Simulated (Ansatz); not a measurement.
Zinc-blende CaO (model structure), treated with r²SCAN+rVV10 in Ansatz (plane waves, PAW).

Numerical settings: plane-wave cutoff 500 eV, 14×14×14 k mesh, Fermi–Dirac smearing 0.05 eV, scalar-relativistic PAW data made under PBE.

Cell (relaxed at this level):

```cif
data_Ca4O4
_chemical_formula_sum 'Ca4 O4'
_space_group_name_H-M_alt 'F-43m'
_space_group_IT_number 216
_space_group_name_Hall 'F -4 2 3'
_cell_length_a 5.19810
_cell_length_b 5.19810
_cell_length_c 5.19810
_cell_angle_alpha 90.000
_cell_angle_beta 90.000
_cell_angle_gamma 90.000
loop_
_atom_site_label
_atom_site_type_symbol
_atom_site_symmetry_multiplicity
_atom_site_Wyckoff_symbol
_atom_site_fract_x
_atom_site_fract_y
_atom_site_fract_z
_atom_site_occupancy
Ca1 Ca 4 a 0.00000 0.00000 0.00000 1
O1 O 4 d 0.75000 0.75000 0.75000 1
```
(The calculation used a cell of 2 atoms; values per cell refer to that cell.)

### Question
Give the computed band gap.

### Answer

- band gap = 3.70 eV (on the SCF k mesh)

Note: the relaxation could raise the start's symmetry but not lower it, so the cell can be a saddle point.

The computed numbers hold no vibrational or temperature effects.

Cost on a shared machine: about 40 core-seconds (a rough figure).

A model structure was made by putting elements into a prototype or built by hand; it is no filed structure, need not be a known phase, and can be a saddle point held by its symmetry.

Ansatz is a program for electronic structure.
